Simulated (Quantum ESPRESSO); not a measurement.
Pressure against volume in rutile-structure PbO2 (space group 136) (Quantum ESPRESSO, LDA)

```yaml
crystal:
  lattice:
    - [4.76709, 0.00000, 0.00000]
    - [0.00000, 4.76709, 0.00000]
    - [0.00000, 0.00000, 3.25815]
  atoms:
    - { symbol: Pb, position: [0.00000, 0.00000, 0.00000] }
    - { symbol: Pb, position: [0.50000, 0.50000, 0.50000] }
    - { symbol: O, position: [0.30700, 0.30700, 0.00000] }
    - { symbol: O, position: [0.80700, 0.19300, 0.50000] }
    - { symbol: O, position: [0.19300, 0.80700, 0.50000] }
    - { symbol: O, position: [0.69300, 0.69300, 0.00000] }
```

Method of the run: LDA (PZ), GBRV 1.5 ultrasoft (LDA) pseudopotentials (plane waves; Quantum ESPRESSO). Settings: ecutwfc = 52 Ry; ecutrho = 260 Ry; occupations = smearing; smearing = fermi-dirac; degauss = 0.0036749 Ry; potentials = {Pb: pb_lda_v1.uspp.F.UPF, O: o_lda_v1.2.uspp.F.UPF}; K_POINTS = automatic 12 12 18 0 0 0; conv_thr = 1e-10 Ry; mixing_beta = 0.7. The cell above is the first row's. The rows scale it uniformly. In all rows fractional positions and the k mesh are held.

| V (Å^3/atom) | P (GPa) |
|---|---|
| 12.340 | ? |
| 12.609 | 16.60 |
| 12.877 | 11.87 |
| 13.145 | 7.68 |
| 13.413 | 3.96 |
| 13.682 | 0.65 |
| 13.950 | -2.30 |
| 14.218 | -4.91 |
| 14.486 | -7.21 |

Problem. Fit P against V with a cubic, and predict the withheld value at V = 12.340.

Solution. With u = V - 13.5, the rows have u = -0.8910, -0.6230, -0.3550, -0.0870, 0.1820, 0.4500, 0.7180, 0.9860. Least squares gives P = 2.837 - 12.5964·u + 2.8313·u² - 0.4035·u³. Residuals (row less fit): 0.006, -0.011, -0.004, 0.005, 0.014, -0.005, -0.013, 0.007; standard error 0.013 (degrees of freedom: 4). The fitted pressure is zero at V0 = 13.74, where dP/dV = -11.32, so B0 = -V0·dP/dV = 156 GPa. At the withheld row, u = -1.1600, so P = 2.837 - 12.5964 × (-1.1600) + 2.8313 × (-1.1600)² - 0.4035 × (-1.1600)³ = 21.888 GPa. The calculation gives 21.95 GPa, 0.062 GPa above the prediction (0.2 % of the range of P in the table). The row lies outside the fitted rows, so this is an extrapolation. From the scatter of the fitted rows alone, a prediction at this place has a standard error of 0.034 GPa, so the miss is 1.8 times that.

Carrying the step between the two nearest rows on in a straight line would have given 21.35, off by 0.60; series whose last step already gives the withheld value aren't shown. The scan was laid around a cell of about the measured size, scaled by a guess for this functional; axis ratios and inner coordinates come from that cell. The runs keep the symmetry of the cell, so they don't test it for distortions. Spin-orbit coupling is off. The shape of the cell and the inner coordinates aren't relaxed, so V0 and B0 belong to this uniform scaling; a relaxed crystal lies no higher in energy and is usually softer (forces reach 0.27 eV/Å in these rows). Cutoffs and mesh are single choices, not tested for convergence of this quantity. Series with a scatter that would blur these digits, or in which a gap closes, are not shown.
